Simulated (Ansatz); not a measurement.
A computed series for ZrIr3: response to strain

The reference is ZrIr$_{3}$ in the Cu3Au type structure (space group Pm-3m, No. 221; a = 3.934 Å; relaxed with 0.1 eV smearing). Axes: x, y, z lie along the cube axes.

Strains are applied to the cell and any free atomic positions relax; under biaxial strain the out-of-plane vector relaxes too.

The values are results of Ansatz (a first-principles code) PBEsol, no spin-orbit coupling, not measurements.

Notes on the quantities. energy relative to the base: free energy F; pressure: mean of the normal stresses, compression positive.

```csv
change,energy relative to the base,shortest interatomic distance,space group,pressure
base,0 meV/atom,2.782 Å,Pm-3m (No. 221),0.0 GPa
"biaxial strain −3.82 %, plane normal [110], relaxed out of plane",+94 meV/atom,2.675 Å,Cmmm (No. 65),18.0 GPa
uniaxial strain ε_xx = −4.58 %,+49 meV/atom,2.719 Å,P4/mmm (No. 123),15.8 GPa
uniaxial strain ε_xx = −1.11 %,+2.6 meV/atom,2.766 Å,P4/mmm (No. 123),3.4 GPa
uniaxial strain ε_xx = +0.86 %,…,2.782 Å,P4/mmm (No. 123),…
uniaxial strain ε_yy = +5.05 %,+49 meV/atom,2.782 Å,P4/mmm (No. 123),-12.7 GPa
```

Question: Some entries are withheld; estimate them.

Answer: 
- uniaxial strain ε_xx = +0.86 %, energy relative to the base: +1.5 meV/atom
- uniaxial strain ε_xx = +0.86 %, pressure: -2.5 GPa

No phonon test of stability was made. The final runs are not spin-polarised.
